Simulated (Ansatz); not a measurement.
Response to strain in BN

Start from BN in the h-BN type structure (space group P6_3/mmc, No. 194; a = 2.4997 Å, c = 6.5253 Å; layered, stacked along the Cartesian z axis). Axes: x lies along a and z along c of the hexagonal cell.

Strains are applied to the cell and any free atomic positions relax; under biaxial strain the out-of-plane vector relaxes too.

All numbers come from r2SCAN+rVV10/PAW in Ansatz (a first-principles code), no SOC, earlier PAW set.

Notes on the quantities. pressure: mean of the normal stresses, compression positive.

| variant | band gap | pressure | gap character | volume per atom |
|---|---|---|---|---|
| base | 4.74 eV | 0.00 GPa | indirect, k = (0.267, 1/3, 0) in the run's primitive reciprocal basis → M | 8.83 Å³ |
| biaxial strain −4.40 %, plane normal [001], relaxed out of plane | 4.96 eV | 41.24 GPa | indirect, k = (0.267, -0.400, 0) in the run's primitive reciprocal basis → M | 8.06 Å³ |
| biaxial strain −3.02 %, plane normal [001], relaxed out of plane | 4.89 eV | 26.42 GPa | indirect, k = (0.267, -0.400, 0) in the run's primitive reciprocal basis → M | 8.30 Å³ |
| biaxial strain +2.40 %, plane normal [001], relaxed out of plane | 4.61 eV | -16.15 GPa | indirect, k = (0.267, -0.400, 0) in the run's primitive reciprocal basis → M | 9.24 Å³ |
| isotropic strain +3.98 % | (withheld) | (withheld) | – | 9.92 Å³ |
| isotropic strain +5.63 % | 4.51 eV | -31.26 GPa | – | 10.40 Å³ |
| uniaxial strain ε_xx = −0.92 % | 4.72 eV | 3.57 GPa | indirect, k = (0.400, 0.267, 0) in the run's primitive reciprocal basis → Y | 8.75 Å³ |
| uniaxial strain ε_xx = +2.85 % | 4.59 eV | -9.92 GPa | indirect, k = (0.267, 1/3, 0) in the run's primitive reciprocal basis → S | 9.08 Å³ |
| uniaxial strain ε_xx = +5.35 % | 4.47 eV | -17.30 GPa | indirect, k = (0.200, 0.400, 0) in the run's primitive reciprocal basis → S | 9.30 Å³ |
| uniaxial strain ε_zz = −2.46 % | 4.70 eV | 0.37 GPa | indirect, k = (0.267, 1/3, 0) in the run's primitive reciprocal basis → M | 8.61 Å³ |

Problem. What belongs in the blanks?

Solution. 
- isotropic strain +3.98 %, band gap: 4.58 eV
- isotropic strain +3.98 %, pressure: -24.28 GPa

Stability against distortions was not tested. Labels are those of the standard path for the cell's own space group.
